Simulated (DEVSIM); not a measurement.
Device: Schottky contact on n-type β-Ga2O3, at 300 K.

```csv
layer (left to right),material,thickness (μm),Nd (cm⁻³),τn (s),τp (s)
1,β-Ga2O3,3.00,2.8e17,3.9e-10,3.9e-10
```

Left contact: Schottky, work function 4.79 eV, emission velocity 6.4e6 cm/s. Right contact: ohmic. Voltage is applied to the left contact. Recombination: SRH at mid-gap, Auger. Mobility is μmin + (μ − μmin)/(1 + (N/Nref)^α).

Constants are typed, rounded textbook-type inputs, not results; the design itself was drawn at random and stands for no fabricated device. Values at 300 K; Nc and Nv go as T^1.5, mobilities as T to minus their exponent, the gap by Varshni's rule with the affinity fixed.

```
parameter         β-Ga2O3
----------------  -------
gap (eV)              4.8
affinity (eV)           4
permittivity           10
Nc (cm⁻³)          3.7e18
Nv (cm⁻³)            5e20
μn (cm²/Vs)           160
μp (cm²/Vs)             1
μn,min                 20
μp,min                0.1
Nref,n               1e18
Nref,p               1e18
αn                    0.8
αp                    0.8
T exponent of μn      1.8
T exponent of μp      1.5
Cn (cm⁶/s)          1e-31
Cp (cm⁶/s)          1e-31
Varshni α (eV/K)   0.0004
Varshni β (K)         600
```

DEVSIM, 1D drift-diffusion, Boltzmann statistics, complete ionisation; no tunnelling, impact ionisation, image-force lowering or self-heating. Metal contacts follow the ideal Schottky-Mott rule: no Fermi-level pinning, no interface dipoles.

Base results: dark forward voltage at 100 A/cm² (V) 0.534; largest field in the device at zero bias (V/cm) 260000; dark forward voltage at 1 A/cm² (V) 0.406; potential step across the device at zero bias (V) 0.723.

**Question.** What follows from this one change: metal work function 4.79 → 4.99 eV?

**Answer.** dark forward voltage at 100 A/cm² 0.534 → 0.734 V; largest field in the device at zero bias 260000 → 300000 V/cm; dark forward voltage at 1 A/cm² 0.406 → 0.606 V; potential step across the device at zero bias 0.723 → 0.923 V.

**Question.** What follows from this one change: metal work function 4.79 → 4.64 eV?

**Answer.** dark forward voltage at 100 A/cm² 0.534 → 0.384 V; largest field in the device at zero bias 260000 → 230000 V/cm; dark forward voltage at 1 A/cm² 0.406 → 0.256 V; potential step across the device at zero bias 0.723 → 0.573 V.

**Question.** What follows from this one change: thickness of layer 1 3 → 9 μm?

**Answer.** dark forward voltage at 100 A/cm² 0.534 → 0.544 V; largest field in the device at zero bias little changed (260000 V/cm); dark forward voltage at 1 A/cm² little changed (0.406 V); potential step across the device at zero bias little changed (0.723 V).

**Question.** What follows from this one change: temperature 300 → 450 K?

**Answer.** dark forward voltage at 100 A/cm² 0.534 → 0.390 V; largest field in the device at zero bias little changed (250000 V/cm); dark forward voltage at 1 A/cm² 0.406 → 0.196 V; potential step across the device at zero bias 0.723 → 0.666 V.
